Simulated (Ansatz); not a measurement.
System: CsSnI3 (P4/mbm, No. 127, 10 atoms in the cell; start COD 4117958; high-temperature phase). Method: r²SCAN (PAW; Ansatz, a first-principles code).

Settings: plane-wave cutoff 560 eV, 4×4×6 k mesh (along the axes of the cell as run), Fermi–Dirac smearing 0.01 eV, scalar-relativistic PAW data made under PBE.

Cell (measured lattice):

```
CsSnI3
1.0
    8.71820     0.00000     0.00000
    0.00000     8.71820     0.00000
    0.00000     0.00000     6.19080
I Sn Cs
6 2 2
Direct
  0.00000   0.00000   0.00000
  0.50000   0.50000   0.00000
  0.77630   0.27630   0.50000
  0.72370   0.77630   0.50000
  0.22370   0.72370   0.50000
  0.27630   0.22370   0.50000
  0.00000   0.00000   0.50000
  0.50000   0.50000   0.50000
  0.50000   0.00000   0.00000
  0.00000   0.50000   0.00000
```

Question: Predict the band gap and Γ–Γ gap.

Answer: 
* **band gap**: 0.42 eV
* **Γ–Γ gap**: 1.77 eV

Note: held by symmetry at 0 K, a high-temperature phase can be a saddle point; cell and atoms aren't relaxed at this level (largest force component 0.03 eV/Å, pressure 0.4 GPa).

Spin–orbit coupling is not included; with these elements it can move the gap by several tenths of an eV or more.

It cost roughly 4 core-minutes of CPU time.
